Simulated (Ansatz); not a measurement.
# HfO2, pressure series

Take HfO2 in the fluorite structure (space group Fm-3m, No. 225) as the base.

HfO$_{2}$ is modelled in the cubic space group Fm-3m (No. 225), the fluorite structure, Pearson symbol cF12. Conventional cell: a = b = c = 5.0585 Å, α = β = γ = 90.00°. Hf on 4a is surrounded by 8 O at 2.190 Å (cubic). O on 8c is surrounded by 4 Hf at 2.190 Å (tetrahedral). (Neighbours: up to the widest gap in distance over summed covalent radii, below 1.35, at either atom; cation-cation and far metal-metal contacts left out.)
(The calculation used a cell of 3 atoms; values per cell refer to that cell.)

Cell and atoms are relaxed at each pressure.

Method: r2SCAN in Ansatz (plane waves to 500 eV, PAW, no SOC).

| variant | electron mass | band gap | shortest interatomic distance | width of the top valence band |
|---|---|---|---|---|
| base | 1.1 mₑ along k, 0.76 mₑ across (at X) | 4.30 eV | 4.139 bohr | 1.90 eV |
| pressure −2 GPa | 1.2 mₑ along k, 0.76 mₑ across (at X) | 4.28 eV | 4.150 bohr | 1.89 eV |
| pressure −1 GPa | 1.2 mₑ along k, 0.76 mₑ across (at X) | 4.29 eV | 4.144 bohr | 1.90 eV |
| pressure 1.8 GPa | 1.2 mₑ along k, 0.76 mₑ across (at X) | 4.32 eV | 4.130 bohr | 1.91 eV |
| pressure 4.2 GPa | 1.1 mₑ along k, 0.75 mₑ across (at X) | 4.34 eV | 4.119 bohr | 1.92 eV |
| pressure 9 GPa | 1.1 mₑ along k, 0.74 mₑ across (at X) | 4.39 eV | 4.096 bohr | 1.94 eV |
| pressure 18 GPa | 1.1 mₑ along k, 0.73 mₑ across (at X) | 4.46 eV | 4.059 bohr | 1.97 eV |
| pressure 30 GPa | 1.1 mₑ along k, 0.72 mₑ across (at X) | 4.54 eV | 4.015 bohr | 2.01 eV |
| pressure 45 GPa | ? | 4.63 eV | 3.967 bohr | 2.04 eV |
| pressure 60 GPa | 0.98 mₑ along k, 0.69 mₑ across (at X) | ? | 3.925 bohr | 2.07 eV |

Problem. Fill in the withheld entries from the trend.

Solution. 
- pressure 45 GPa, electron mass: 1.0 mₑ along k, 0.70 mₑ across (at X)
- pressure 60 GPa, band gap: 4.71 eV

Spin-orbit coupling, missing from the scalar runs, can matter with Hf. Load acts through the strain it causes; cell and atoms are relaxed under it. Effective masses come from finite differences of ±0.01 Å⁻¹. Along k means along the line from Γ to the band edge. No phonon test of stability was made. No other phases were tried under pressure. This is not the structure that HfO2 has at room temperature and ambient pressure.

Ansatz is a quantum-chemistry and plane-wave program.
